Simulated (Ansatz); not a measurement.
For Sn (model structure, P6/mmm, No. 191, 1 atom in the cell), LDA (Ansatz, a program for electronic structure, plane waves, PAW) gives:

| Item | Value |
|---|---|
| lattice constant a | 3.180 Å |
| lattice parameter c | 2.990 Å |
| bulk modulus | 60.1 GPa |
| cohesive energy | 3.97 eV/atom |

What does r²SCAN (Ansatz, plane waves, PAW) give for the same quantities?


- lattice constant a: 3.235 Å (rises by 1.7 %)
- lattice parameter c: 3.041 Å (grows by 1.7 %)
- bulk modulus: 54.0 GPa (drops by 10 %)
- cohesive energy: 3.13 eV/atom (falls by 0.84 eV/atom)

Changes are worked out from the printed values.

Unless a cell is named, each level is at its own relaxed cell (LDA 26.19, r²SCAN 27.56 Å³/atom).

Levels without +SOC leave out spin–orbit coupling, which shifts energies and cells of such heavy elements.

Caveats: the bulk modulus is −V dP/dV from two relaxed cells at ±2 % in volume (LDA, r²SCAN). Ansatz's density-functional and Hartree–Fock values are scalar-relativistic unless marked +SOC, with PAW data made under PBE.

A model structure was made by putting elements into a prototype or built by hand; it is no filed structure, need not be a known phase, and can be a saddle point held by its symmetry.
